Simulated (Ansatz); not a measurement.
PBE against r2SCAN: Si, pressure 7.5 GPa

The reference is Si in the diamond structure (space group Fd-3m, No. 227; a = 5.470 Å).

(Cell as relaxed with PBE.)

Levels (all Ansatz, a quantum-chemistry and plane-wave program, PAW, earlier PAW set): PBE (420 eV, no SOC); r2SCAN (500 eV, without spin-orbit coupling).

Each level relaxes its own structure.

```tsv
base	PBE	r2SCAN
volume per atom	20.46 Å³	20.17 Å³
lattice parameter a	5.470 Å	5.444 Å
band gap	0.61 eV	0.78 eV
```

It is then changed as follows: a hydrostatic pressure of 7.5 GPa.

| quantity | PBE | r2SCAN |
|---|---|---|
| band gap | 0.48 eV | 0.65 eV |
| shift of the gap caused by the change | -0.14 eV | -0.13 eV |
| hole mass (degenerate bands, along [100]) | 0.19, 0.25, 0.25 mₑ (at Γ) | 0.20, 0.24, 0.24 mₑ (at Γ) |

PBE's band gap lies 0.17 eV below r2SCAN's. Neither level is exact; r2SCAN is the comparison here, not a measurement.

Load acts through the strain it causes; cell and atoms are relaxed under it. Masses are band curvatures over ±0.01 Å⁻¹ around the edge. Whether these cells are dynamically stable was not tested. Tetrahedral semiconductors of this kind turn to denser phases somewhere between about 1 and 50 GPa; those were not computed, so compressed cells here can lie past the real transition.
